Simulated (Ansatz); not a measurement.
**Defect calculation: P on the Ge site (P_Ge) in an ordered model of ordered Si6Ge2 alloy**

The numbers are results of PBE, PAW (plane waves to 420 eV; Ansatz, a first-principles code), not measurements. Cell: 64 sites, 2×2×2 repeats of a cell of 8 atoms; final energies on a 2×2×2 shifted mesh. Site at the start: the Ge site. Energies of charged states are corrected for periodic images (point charge plus alignment at distant sites). Dielectric constants: PBE linear response of the host. Host gap at this level: 0.38 eV. These values are not converged in cell size to better than tenths of an eV. The semilocal functional narrows the gap, so deep levels can fall outside it. Spin–orbit coupling is left out. Each state is the lowest found from its start.

Charges with a result: +2, +1, 0, −1. Others weren't obtained, and one of them could lie lower, also by skipping a charge.

```tsv
charge	moment (μB)	largest move off a lattice site (Å)	image correction with alignment (eV)
+2*	quenched	0.05	–
+1	not spin-polarised	0.05	0.08
0*	fractional	0.04	–
−1*	not spin-polarised	0.04	–
```

* At this level the carrier isn't localised at the defect: at charge +2 holes occupy the valence band; at charge 0 electrons occupy the conduction band; at charge −1 electrons occupy the conduction band. Such a state is shallow or no state of the defect, and this cell gives it no level.

Starting moments that weren't kept: charge +2 began with 1 μB and ended with 0.0.

Flagged in the runs: a host whose relaxation on this sampling wasn't shown to rest.

All states together cost very roughly 4 core-hours.
